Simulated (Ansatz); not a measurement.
The starting structures come from a database of crystals and need not be the phases stable at ambient conditions.

Input:

```yaml
crystal:
  lattice:
    - [3.39093, 0.00000, 0.00000]
    - [0.00000, 5.60955, 0.00000]
    - [1.69546, 0.00000, 2.93663]
  atoms:
    - { symbol: B, position: [0.33333, 0.62532, 0.33333] }
    - { symbol: B, position: [0.66667, 0.12532, 0.66667] }
    - { symbol: As, position: [0.33333, 0.99968, 0.33333] }
    - { symbol: As, position: [0.66667, 0.49968, 0.66667] }
```

Space group of this cell: P6_3mc, wurtzite. The cell is taken as given; by r2SCAN its mean pressure is -2.9 GPa.

Transport runs along the normal of the first two printed cell vectors, the (100) plane of the conventional cell.

The gap is the functional's own, uncorrected, and κ follows it; spin-orbit coupling is left out. Mid-gap values are interpolated between the computed energies.

Problem. Predict the band gap and the smallest decay constant κ at mid-gap from r2SCAN (Ansatz, a first-principles code).

Solution. Gap 1.34 eV on a 10×6×10 mesh; κ = 0.149 1/Å, at the zone centre.
